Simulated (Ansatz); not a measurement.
Band gap (eV)

Cell A: C (diamond, Fd-3m), 2 atoms in the cell, k-point mesh 16×16×16 on the run's own vectors. Conventional cell: a = b = c = 3.5716 Å, α = β = γ = 90.00°.

Cell B: Si (diamond, Fd-3m), 2 atoms in the cell, k-point mesh 10×10×10 on the run's own vectors. Conventional cell: a = 5.470 Å, b = 5.470 Å, c = 5.470 Å, α = 90.00°, β = 90.00°, γ = 90.00°.

All numbers come from Ansatz (a program for electronic structure), plane waves with PAW, its default PAW set, cutoff 420 eV, 500 eV for r2SCAN. The structures are at rest with PBE; other levels are single points on them. Neutral cells; Fermi-Dirac smearing of at most 0.05 eV in the solids, energies taken to zero width. The lattices are those relaxed with PBE, so at other levels the solids can be strained, which adds to the spread. A dispersion term ran beside these levels; it doesn't touch the electrons. Gaps are highest filled to lowest empty Kohn-Sham level on the run's k-point mesh, states of defects and surfaces included; edges off the mesh make the true gap smaller, and under 0.08 eV counts as none.

```
cell              PBE           r2SCAN
----  ---------------  ---------------
A     4.13 (indirect)       (withheld)
B     0.62 (indirect)  0.80 (indirect)
```

Problem. Complete the blanks.

Solution. 
- A, r2SCAN: 4.34 (indirect)
